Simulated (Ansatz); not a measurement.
Worked example: self-consistent single point of CuZn (Pm-3m, 2 atoms in the cell) in Ansatz (an electronic-structure program).

Method of the run: PBE (plane waves, PAW; Ansatz).

The change in words: lattice scaled by 0.97; basis.ecutwfc: 420 eV → 250 eV. Reference geometry:
```yaml
crystal:
  lattice:
    - [2.90280, 0.00000, 0.00000]
    - [0.00000, 2.90280, 0.00000]
    - [0.00000, 0.00000, 2.90280]
  atoms:
    - { symbol: Zn, position: [0.50000, 0.50000, 0.50000] }
    - { symbol: Cu, position: [0.00000, 0.00000, 0.00000] }
```

Reference input (self-consistent single point, DFT, PBE, plane waves, default PAW files): basis.ecutwfc = 420 eV; kpoints.mp_grid.grid = 11 11 11; hamiltonian.xc = pbe; hamiltonian.pseudopotentials = {kind: paw} (the program's default PAW files); scf.occupations.method = methfessel_paxton; scf.occupations.width = 0.136 eV. This run's input differs from it in these lines:

Ansatz 0.2 input:
```diff
@@ -2,5 +2,5 @@
   lattice:
-    - [2.902800, 0.000000, 0.000000]
-    - [0.000000, 2.902800, 0.000000]
-    - [0.000000, 0.000000, 2.902800]
+    - [2.815716, 0.000000, 0.000000]
+    - [0.000000, 2.815716, 0.000000]
+    - [0.000000, 0.000000, 2.815716]
   atoms:
@@ -9,3 +9,3 @@
 basis:
-  ecutwfc: 420.0
+  ecutwfc: 250.0
 kpoints:
```

Output, abridged:

```
SCF iter   1: F=—  HF=-9940.878922 eV  |F-HF|=—  |Δ(HF+E_count)|=         —  Δρ=3.51e-2  dr2=9.50e-2  ethr=1.77e-3  ⟨swp⟩=3.7  Hψ=4148  notcnv=0
all-band conjugate gradients solve this SCF's bands
preconditioner: auto → none
SCF iter   2: F=—  HF=-9940.502959 eV  |F-HF|=—  |Δ(HF+E_count)|=   3.76e-1  S|Δr|=    0.00e0  Δρ=3.03e-2  dr2=1.22e-1  ethr=3.06e-4  ⟨swp⟩=2.0  Hψ=2662  notcnv=0  defer=26
   [... lines left out ...]
SCF iter   5: F=—  HF=-9940.472057 eV  |F-HF|=—  |Δ(HF+E_count)|=   1.37e-4  S|Δr|=    0.00e0  Δρ=2.36e-4  dr2=7.03e-6  ethr=1.52e-6  ⟨swp⟩=2.3  Hψ=1902  notcnv=0  defer=26
SCF iter   6: F=—  HF=-9940.471531 eV  |F-HF|=—  |Δ(HF+E_count)|=   5.26e-4  S|Δr|=    0.00e0  Δρ=4.68e-5  dr2=1.94e-7  ethr=2.27e-8  ⟨swp⟩=2.0  Hψ=1480  notcnv=0  defer=26
SCF iter   7: F=-9940.471531 eV  HF=-9940.471531 eV  |F-HF|=3.00e-10  |Δ(HF+E_count)|=   4.03e-8  S|Δr|=    0.00e0  Δρ=2.93e-6  dr2=6.50e-10  ethr=3.23e-10  ⟨swp⟩=5.4  Hψ=3577  notcnv=0
SCF 1 converged in 7 iterations: F = -9940.471531 eV  dr2 = 6.50e-10
Stability not checked (fill_not_monotonic)
Free energy (F): -9940.471531 eV
Internal energy: -9940.471671 eV  (E = F + TS)
E sigma→0 (E₀):  -9940.471566 eV
Entropy (-TS):   0.000140 eV (0.070 meV/atom)
Fermi energy:    16.919285 eV
--- Forces (eV/Å), atoms counted from 1 ---
  atom   1  Zn     0.00000000    -0.00000000     0.00000000
  atom   2  Cu    -0.00000000     0.00000000     0.00000000
--- Stress (GPa, compression-positive) ---
       26.281980      -0.000000       0.000000
       -0.000000      26.281980       0.000000
        0.000000      -0.000000      26.281980
  P = ⅓ Tr σ = 26.2820 GPa (262.820 kbar)
  The stress holds the Pulay correction. Without it, at fixed plane waves, as pw.x and ABINIT print it: P = -143.0524 GPa
```

The run converged in 7 iterations. Against the reference run the free energy goes up by 1.94 eV/atom and the pressure goes from 8.20 to 26.28 GPa.

The starting cell has typed, rounded lattice constants, without a prior relaxation at this level. Its lattice was rescaled by a random factor within 2.5 % of one. For this run, on top of that: lattice scaled by 0.97. Spin polarisation is off. Ansatz's pressure includes its estimate of the finite-basis (Pulay) stress. Without the estimate this run gives -143.05 GPa. The cutoff lies below the one recommended for these files.
